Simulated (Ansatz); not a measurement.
Start from CsPbCl$_{3}$ in the cubic perovskite structure (space group Pm-3m, No. 221).

```xyz
5
Lattice="5.5209 0.0000 0.0000 0.0000 5.5209 0.0000 0.0000 0.0000 5.5209" Properties=species:S:1:pos:R:3 pbc="T T T"
Cs     0.0000     0.0000     0.0000
Pb     2.7604     2.7604     2.7604
Cl     2.7604     0.0000     2.7604
Cl     0.0000     2.7604     2.7604
Cl     2.7604     2.7604     0.0000
```

Cartesian axes are those of the cell as printed.

Method: Ansatz (a first-principles code) LDA, no spin-orbit coupling.

Before the change:

The shortest interatomic distance is 276.0 pm.

Modification: biaxial strain +2.50 %, plane normal [111], relaxed out of plane (Cartesian); in-plane vectors clamped, the third vector and the atoms free.

Problem. Predict the new energy relative to the base and shortest interatomic distance.

Solution. The energy grows by 2.8 meV/atom; the shortest interatomic distance grows by 1.34 pm (276.0 pm → 277.4 pm).

No phonon test of stability was made. Many cubic perovskites are stable only at high temperature; tilts and polar distortions were not tested. This is not the structure that CsPbCl3 has at room temperature and ambient pressure.
